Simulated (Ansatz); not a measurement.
YFe₂ (Fd-3m, No. 227; cell taken from a computed entry)

All values below come from r²SCAN (Ansatz, an electronic-structure program, PAW).

Numerical settings: plane-wave cutoff 500 eV, 14×14×14 k mesh, Fermi–Dirac smearing 0.1 eV, spin-polarised start, scalar-relativistic PAW data made under PBE.

Cell: relaxed at this level.

| Item | Value |
|---|---|
| equilibrium volume per atom | 16.66 Å³/atom |
| band gap | zero (no gap) |

Note: the magnetic order was assumed, not searched for or taken from measurement; the relaxation could not lower the start's symmetry, so the cell can be a saddle point above a distorted one; a magnet's gap depends somewhat on the PAW data.

Spin–orbit coupling is not included.

Static lattice: no zero-point or thermal effects.
